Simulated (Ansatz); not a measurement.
## ZnS, element substitutions

Take ZnS in the zinc blende structure (space group F-43m, No. 216; a = 5.357 Å) as the base.

Each row replaces one element on all its sites; cell and atoms are relaxed.

Levels (all Ansatz, an electronic-structure program, PAW, earlier PAW set): PBEsol (420 eV, spin-orbit coupling left out); r2SCAN (500 eV, no spin-orbit coupling); PBEsol+SOC (420 eV, noncollinear with spin-orbit coupling).

Band gaps by level, all at the geometries relaxed with PBEsol:

```csv
case,PBEsol,r2SCAN,PBEsol+SOC
base,2.08 eV,2.78 eV,2.06 eV
S → Pt,zero,zero,zero
S → Pb,zero,zero,zero
S → Mo,zero,zero,zero
```

Single points use the geometry relaxed with PBEsol. Differences between runs with and without spin-orbit coupling are approximate. Spin-orbit coupling, missing from the scalar runs, can matter with Pt. No phonon test of stability was made. As relaxed here, ZnPt, ZnPb and ZnMo are hypothetical phases, not in the database extracts checked. The runs without spin-orbit coupling are not spin-polarised. ZnMo has a high density of states at the Fermi level and may be magnetic at this level.
